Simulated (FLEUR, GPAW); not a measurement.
A GPAW input for a self-consistent single point of TiO2 (I4_1/amd, 6 atoms in the cell) (DFT PBE, plane waves, GPAW PAW datasets PBE (gpaw-data 1.0.1)):

```python
from ase import Atoms
from ase.units import GPa
from gpaw import GPAW, PW, FermiDirac

atoms = Atoms(['Ti', 'Ti', 'O', 'O', 'O', 'O'],
              cell=[[-1.892500, 1.892500, 4.755000],
                    [1.892500, -1.892500, 4.755000],
                    [1.892500, 1.892500, -4.755000]],
              positions=[[0.000000, 1.892500, 2.377500],
                         [0.000000, 0.000000, 0.000000],
                         [0.000000, 1.892500, 0.399420],
                         [0.000000, -0.000000, 7.531920],
                         [0.000000, -0.000000, 1.978080],
                         [0.000000, 1.892500, 4.355580]],
              pbc=True)

calc = GPAW(mode=PW(900),
            xc='PBE',
            kpts={'size': (6, 6, 6), 'gamma': True},
            occupations=FermiDirac(0.05),
            nbands=-6,
            convergence={'forces': 0.001, 'bands': -4},
            symmetry={'symmorphic': False, 'tolerance': 0.0005},
            maxiter=120,
            txt='-')

atoms.calc = calc

energy = atoms.get_potential_energy()
print('Energy (eV):', round(energy, 6))
forces = atoms.get_forces()
print('Forces (eV/Ang):')
print(forces.round(5))
stress = atoms.get_stress()
print('Stress (GPa, Voigt):', (stress / GPa).round(4))
```

Task: Give the FLEUR input for the same structure, mesh, smearing and functional.

Result: This is the input that was run; spellings and numerical settings could be chosen otherwise.

Input of the input generator:

```
TiO2
&input film=f /
-3.5763066909 3.5763066909 8.9856477226
3.5763066909 -3.5763066909 8.9856477226
3.5763066909 3.5763066909 -8.9856477226
1.0
1.0 1.0 1.0

6
22 0.7500000000 0.2500000000 0.5000000000
22 -0.0000000000 -0.0000000000 -0.0000000000
8 0.5420000000 0.0420000000 0.5000000000
8 0.7920000000 0.7920000000 -0.0000000000
8 0.2080000000 0.2080000000 -0.0000000000
8 0.9580000000 0.4580000000 0.5000000000

&comp jspins=1 /
&kpt div1=6 div2=6 div3=6 gamma=t /
&end /
```

```xml
<?xml version="1.0" encoding="UTF-8" standalone="no"?>
<fleurInput fleurInputVersion="0.39">
   <comment>
      TiO2                                                                                                
   </comment>
   <calculationSetup>
      <cutoffs Kmax="4.7" Gmax="18.8" GmaxXC="18.8" numbands="0"/>
      <scfLoop itmax="100" minDistance="0.00001" maxIterBroyd="15" imix="Anderson" alpha="0.05" precondParam="0.0" spinf="2.0"/>
      <coreElectrons ctail="T" frcor="F" kcrel="0" coretail_lmax="0"/>
      <xcFunctional name="pbe" relativisticCorrections="F"/>
      <magnetism jspins="1"/>
      <soc l_soc="F" theta="0.0" phi="0.0" spav="F"/>
      <expertModes spex="0" secvar="F"/>
      <geometryOptimization l_f="T" forcealpha="1.0" forcemix="BFGS" epsdisp="0.00001" epsforce="0.00001"/>
      <ldaU l_linMix="F" mixParam="0.05" spinf="1.0"/>
   </calculationSetup>
   <cell>
      <bzIntegration valenceElectrons="48.0" mode="hist" fermiSmearingEnergy="0.00183747">
         <kPointListSelection listName="default-1"/>
         <!-- k-points included here -->
         <xi:include xmlns:xi="http://www.w3.org/2001/XInclude" href="kpts.xml"> </xi:include>
      </bzIntegration>
      <!-- symmetry operations included here -->
      <xi:include xmlns:xi="http://www.w3.org/2001/XInclude" href="sym.xml"> </xi:include>
      <bulkLattice scale="1.0">
         <bravaisMatrix>
            <row-1>   -3.5763066909000001     3.5763066909000001     8.9856477225999996</row-1>
            <row-2>    3.5763066909000001    -3.5763066909000001     8.9856477225999996</row-2>
            <row-3>    3.5763066909000001     3.5763066909000001    -8.9856477225999996</row-3>
         </bravaisMatrix>
      </bulkLattice>
   </cell>
   <atomSpecies>
      <species name="Titanium (Ti)" element="Ti" atomicNumber="22">
         <mtSphere radius="2.18" gridPoints="753" logIncrement="0.016"/>
         <atomicCutoffs lmax="8" lnonsphr="6"/>
         <electronConfig flipSpins="F">
            <coreConfig>(1s1/2) (2s1/2) (2p1/2) (2p3/2)</coreConfig>
            <valenceConfig>(3s1/2) (3p1/2) (3p3/2) (4s1/2) (3d3/2) (3d5/2)</valenceConfig>
            <stateOccupation state="(3d3/2)" spinUp="0.4" spinDown="0.4"/>
            <stateOccupation state="(3d5/2)" spinUp="0.6" spinDown="0.6"/>
         </electronConfig>
         <energyParameters s="4" p="4" d="3" f="4"/>
         <lo type="SCLO" l="0" n="3" eDeriv="0"/>
         <lo type="SCLO" l="1" n="3" eDeriv="0"/>
      </species>
      <species name="Oxygen (O)" element="O" atomicNumber="8">
         <mtSphere radius="1.23" gridPoints="427" logIncrement="0.024"/>
         <atomicCutoffs lmax="6" lnonsphr="4"/>
         <electronConfig flipSpins="F">
            <coreConfig>(1s1/2)</coreConfig>
            <valenceConfig>(2s1/2) (2p1/2) (2p3/2)</valenceConfig>
            <stateOccupation state="(2p1/2)" spinUp="0.6666666666667" spinDown="0.6666666666667"/>
            <stateOccupation state="(2p3/2)" spinUp="1.3333333333333" spinDown="1.3333333333333"/>
         </electronConfig>
         <energyParameters s="2" p="2" d="3" f="4"/>
      </species>
   </atomSpecies>
   <atomGroups>
      <atomGroup species="Titanium (Ti)">
         <relPos label="                   1">-1.000/8.000 1.000/8.000 1.000/4.000</relPos>
         <relPos label="                   2">1.000/8.000 -1.000/8.000 -1.000/4.000</relPos>
         <force calculate="T" relaxXYZ="TTT"/>
      </atomGroup>
      <atomGroup species="Oxygen (O)">
         <relPos label="                   3">-.3330000000 -.0830000000 1.000/4.000</relPos>
         <relPos label="                   4">-.0830000000 -.3330000000 -1.000/4.000</relPos>
         <relPos label="                   5">.3330000000 .0830000000 -1.000/4.000</relPos>
         <relPos label="                   6">.0830000000 .3330000000 1.000/4.000</relPos>
         <force calculate="T" relaxXYZ="TTT"/>
      </atomGroup>
   </atomGroups>
   <output dos="F" band="F" slice="F">
      <checks vchk="F" cdinf="F"/>
      <bandDOS minEnergy="-.5*Htr" maxEnergy="0.5*Htr" sigma="0.015" storeEVData="T"/>
      <vacuumDOS vacdos="F" integ="F" star="F" nstars="0" locx1="0.0" locy1="0.0" locx2="0.0" locy2="0.0" nstm="0" tworkf="0.0"/>
      <unfoldingBand unfoldBand="F" supercellX="1" supercellY="1" supercellZ="1"/>
      <plotting iplot="0" polar="F">
         <plot TwoD="T" vec1="  1.0  0.0  0.0" vec2="  0.0  1.0  0.0" vec3="  0.0  0.0  1.0" zero="  0.0  0.0  0.0" file="plot"/>
      </plotting>
      <chargeDensitySlicing numkpt="0" minEigenval="0.0" maxEigenval="0.0" nnne="0" pallst="F"/>
      <specialOutput eonly="F"/>
      <magneticCircularDichroism mcd="F" energyLo="-10.0" energyUp="0.0"/>
   </output>
  <!-- We include the file relax.xml here to enable relaxations (see documentation) -->
  <xi:include xmlns:xi="http://www.w3.org/2001/XInclude" href="relax.xml"> <xi:fallback/> </xi:include>
</fleurInput>
```

Basis, cutoffs, solver keys and any potentials are the target program's own. This input uses DFT, PBE, all-electron FLAPW (FLEUR), scalar-relativistic valence.

The starting cell has typed, rounded lattice constants, without a prior relaxation at this level.
